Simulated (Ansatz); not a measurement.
A (10,0) carbon nanotube, stretched and compressed along its axis from its relaxed period of 4.272 Å, atoms relaxed at each length.

Computed with PBE (plane waves to 420 eV, PAW; Ansatz, a program for electronic structure). Mesh 1×1×18. No spin polarisation. It repeats along c; a and b span vacuum. An idealised model, rolled from the flat sheet. Symmetry and one short period hold its shape; lower forms weren't sought. Buckling under compression is shut out by symmetry and the short period. Energies are free energies at a Fermi–Dirac width of 0.05 eV, from the unstrained cell.

```csv
strain (%),energy (meV a period),axial force (nN),PBE gap (eV)
-3.0,+1044,-26.65,0.42
-1.5,(withheld),(withheld),(withheld)
0.0,0,+0.01,0.76
+1.5,+246,+12.14,0.93
+3.0,+960,+23.44,1.09
+6.0,(withheld),(withheld),(withheld)
```

**Question.** Some entries are withheld; supply them.

**Answer.** 
- +6.0, energy (meV a period): +3659
- +6.0, axial force (nN): +43.46
- +6.0, PBE gap (eV): 1.14
- -1.5, energy (meV a period): +255
- -1.5, axial force (nN): -12.93
- -1.5, PBE gap (eV): 0.59
